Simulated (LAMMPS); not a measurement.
Simulation of Al (fcc) with 10 % of Al sites Cu, 2048 atoms, at 300 K and 0 GPa, heated as the crystal.

Computed with classical MD, pair style adp, file AlCu.adp; code LAMMPS.

```
r (Å)  g(r), Al-Cu  g(r), Al-Al  g(r), Cu-Cu
-----  -----------  -----------  -----------
2.180        0.009        0.000        0.000
2.220        0.002        0.000        0.000
2.260        0.013        0.000        0.000
2.300        0.042        0.000        0.000
2.340        0.125        0.000        0.000
2.380        0.290        0.002        0.000
2.420        0.663        0.012        0.000
2.460         1.19        0.057        0.033
2.500         1.75        0.176        0.065
2.540         2.75        0.467        0.094
2.580         3.80         1.00        0.182
2.620         5.44         1.86        0.383
2.660         7.59         2.95        0.658
2.700         9.13         4.08        0.555
2.740         8.62         5.10        0.782
2.780         5.86         5.66         1.86
2.820         2.72         5.68         2.62
2.860        0.803         5.29         3.39
2.900        0.202         4.43         4.55
2.940        0.050         3.44         5.08
2.980        0.015         2.46         5.04
3.020        0.009         1.58         4.66
3.060        0.001         1.02         4.06
3.100        0.006        0.567         3.43
3.140        0.005        0.318         2.15
3.180        0.006        0.177         1.30
3.220        0.009        0.089        0.781
3.260        0.013        0.056        0.419
3.300        0.012        0.044        0.167
3.340        0.017        0.039        0.073
3.380        0.026        0.040        0.018
3.420        0.029        0.045        0.035
3.460        0.029        0.055        0.051
3.500        0.028        0.069        0.066
3.540        0.018        0.085        0.081
3.580        0.032        0.116        0.142
3.620        0.038        0.152        0.340
3.660        0.053        0.226        0.393
3.700        0.106        0.326        0.739
3.740        0.184        0.480         1.24
3.780        0.361        0.618         1.22
3.820        0.596        0.781         1.66
3.860        0.962        0.950         1.45
3.900         1.30         1.07         1.28
3.940         1.56         1.15         1.43
3.980         1.66         1.15        0.817
4.020         1.51         1.06        0.639
4.060         1.22        0.928        0.503
4.100        0.832        0.792        0.542
4.140        0.556        0.589        0.460
4.180        0.288        0.460        0.301
4.220        0.160        0.333        0.159
4.260        0.092        0.230        0.145
4.300        0.044        0.164        0.088
4.340        0.046        0.129        0.064
4.380        0.050        0.118        0.190
4.420        0.080        0.153        0.207
4.460        0.133        0.207        0.203
4.500        0.246        0.299        0.430
4.540        0.407        0.468        0.785
4.580        0.676        0.732        0.907
4.620         1.06         1.09         1.59
4.660         1.69         1.50         2.19
4.700         2.31         1.98         3.12
4.740         3.09         2.40         3.70
4.780         3.61         2.85         3.73
4.820         3.96         3.09         3.39
4.860         3.87         3.15         2.80
4.900         3.35         3.00         2.25
4.940         2.69         2.69         1.69
4.980         1.85         2.23         1.40
5.020         1.19         1.76         1.18
5.060        0.733         1.31        0.806
5.100        0.386        0.910        0.599
5.140        0.221        0.608        0.322
5.180        0.125        0.425        0.249
5.220        0.116        0.305        0.223
5.260        0.131        0.266        0.249
5.300        0.192        0.285        0.310
5.340        0.317        0.349        0.504
5.380        0.472        0.469        0.713
5.420        0.680        0.638         1.12
5.460        0.960        0.783         1.65
5.500         1.20        0.946         1.85
5.540         1.43         1.08         1.71
5.580         1.47         1.15         1.21
5.620         1.35         1.15        0.724
5.660         1.15         1.10        0.480
5.700        0.863        0.982        0.355
5.740        0.649        0.839        0.239
5.780        0.451        0.675        0.327
5.820        0.316        0.522        0.364
5.860        0.239        0.423        0.354
5.900        0.255        0.381        0.384
5.940        0.301        0.409        0.510
5.980        0.391        0.501        0.600
6.020        0.595        0.667        0.586
6.060        0.816        0.891        0.926
6.100         1.14         1.17         1.26
6.140         1.45         1.45         1.58
6.180         1.73         1.70         2.03
6.220         1.95         1.85         2.18
6.260         1.99         1.87         2.28
```

Main features:
- state found: crystal; no diffusion seen in 30 ps
- first peak of g(r), Al-Cu: 2.70 Å, height 9.1
- coordination number of Al by Cu: 1.18 (counted to 3.14 Å)
- coordination number of Cu by Al: 10.7 (counted to 3.14 Å)
- first peak of g(r), Al-Al: 2.81 Å, height 5.7

Caution: the random arrangement on this lattice is imposed, and need not be a phase that exists in equilibrium.
